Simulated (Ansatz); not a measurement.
## Point defect B on the Si site in metastable 2H silicon carbide

Method: PBE, PAW (plane waves to 420 eV; Ansatz, a program for electronic structure). Cell: 96 sites, 3×2×2; final energies on a 2×2×2 shifted mesh. Site at the start: the Si site. Charged cells carry a point-charge image correction with potential alignment at far atoms. Dielectric constants: PBE linear response of the host. Host gap at this level: 2.31 eV. These values are not converged in cell size to better than tenths of an eV. PBE underestimates the host's gap, which shifts levels and can delocalise carriers. Spin–orbit coupling is left out. Each state is the lowest found from its start.

Formation energies E_f are given with the Fermi level at the valence-band maximum. Chemical conditions: C-rich (Δμ(Si) = -0.40 eV, Δμ(B) = -0.13 eV, bounded by B4C (Cm); only phases computed here count, gases as isolated molecules at 0 K); Si-rich (Δμ(Si) = 0.00 eV, Δμ(B) = -0.025 eV, bounded by B4C (Cm); only phases computed here count, gases as isolated molecules at 0 K). Reference phases: B: alpha boron, Si: silicon.

```tsv
charge	moment (μB)	largest move off a lattice site (Å)	image correction with alignment (eV)	E_f, C-rich (eV)	E_f, Si-rich (eV)
+1*	not spin-polarised	0.14	–	–	–
0*	quenched	0.14	–	–	–
−1	not spin-polarised	0.13	0.29	2.29	2.59
```

* At this level the carrier isn't localised at the defect: at charge +1 holes occupy the valence band; at charge 0 holes occupy the valence band. Such a state is shallow or no state of the defect, and this cell gives it no level.

Starting moments that weren't kept: charge 0 began with 1 μB and ended with 0.0.

Flagged in the runs: a host whose relaxation on this sampling wasn't shown to rest.
